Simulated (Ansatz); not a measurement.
Take Ge in the diamond structure (space group Fd-3m, No. 227; a = 5.674 Å) as the base. Axes: x, y, z lie along the cube axes.

All numbers come from r2SCAN in Ansatz (plane waves to 500 eV, PAW, spin-orbit coupling left out).

Strains are applied to the cell and any free atomic positions relax; under biaxial strain the out-of-plane vector relaxes too; under stress the whole cell relaxes.

One change was made to it. Results:

The energy grows by 2.7 meV/atom; the valence-band top at Γ (three highest levels, from the VBM) changes from 0.00, 0.00, 0.00 eV to 0.00, 0.00, -0.20 eV; the band gap drops by 0.17 eV to 0.19 eV.

### Question
Which change produced these results?
A. uniaxial strain ε_xx = −1.39 %
B. biaxial strain +0.87 %, plane normal [001], relaxed out of plane
C. uniaxial strain ε_yy = −0.86 %
D. uniaxial stress, 2 GPa tension along z
E. biaxial strain −2.22 %, plane normal [111], relaxed out of plane

### Answer
D, uniaxial stress, 2 GPa tension along z. For comparison, the valence-band top at Γ in the other runs: biaxial strain +0.87 %, plane normal [001], relaxed out of plane gives 0.00, -0.12, -0.12 eV; biaxial strain −2.22 %, plane normal [111], relaxed out of plane gives 0.00, 0.00, -0.30 eV; uniaxial strain ε_xx = −1.39 % gives 0.00, -0.11, -0.11 eV; uniaxial strain ε_yy = −0.86 % gives 0.00, -0.07, -0.07 eV.

Stability under load was not tested beyond the relaxation. The zero or small gap of Ge under uniaxial stress, 2 GPa tension along z and Ge under biaxial strain +0.87 %, plane normal [001], relaxed out of plane can change with the level of theory.

Ansatz is an electronic-structure program.
